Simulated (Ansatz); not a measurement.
Base system: ZnO in the wurtzite structure (space group P6_3mc, No. 186; a = 3.235 Å, c = 5.211 Å). Axes: x lies along a and z along c of the hexagonal cell.

All numbers come from Kohn–Sham DFT with the r2SCAN functional, run in Ansatz (an electronic-structure program) with PAW and 500 eV plane waves, scalar-relativistic without spin-orbit coupling.

Strains are applied to the cell and any free atomic positions relax; under stress the whole cell relaxes.

One change was made to it. Results:

```tsv
quantity	base	after
valence-band top at Γ (three highest levels, from the VBM)	0.00, 0.00, -0.10 eV	0.00, -0.02, -0.13 eV
energy relative to the base (free energy F)	0 meV/atom	+2.2 meV/atom
band gap	1.24 eV	1.22 eV
```

Problem. Which change produced these results?
A) isotropic strain −0.28 %
B) uniaxial stress, 8 GPa tension along x
C) tensor shear ε_xz = +1.96 %

Solution. C, tensor shear ε_xz = +1.96 %. For comparison, the valence-band top at Γ in the other runs: uniaxial stress, 8 GPa tension along x gives 0.00, -0.15, -0.22 eV; isotropic strain −0.28 % gives 0.00, 0.00, -0.10 eV.

Stability under load was not tested beyond the relaxation.
